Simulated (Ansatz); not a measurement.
Base system: MgTe in the wurtzite structure (space group P6_3mc, No. 186; a = 4.609 Å, c = 7.500 Å).

Level of theory: PBE (Ansatz, an electronic-structure program; PAW; 420 eV plane waves; without spin-orbit coupling).

Before the change:

The lattice parameter a is 4.609 Å.

Now apply this change: cell and atoms relaxed at a pressure of 15 GPa.

Problem. Predict the new lattice parameter a.

Solution. The lattice parameter a drops by 0.353 Å, from 4.609 Å to 4.256 Å.

Load acts through the strain it causes; cell and atoms are relaxed under it. Stability against distortions was not tested. Tetrahedral semiconductors of this kind turn to denser phases somewhere between about 1 and 50 GPa; those were not computed, so compressed cells here can lie past the real transition.
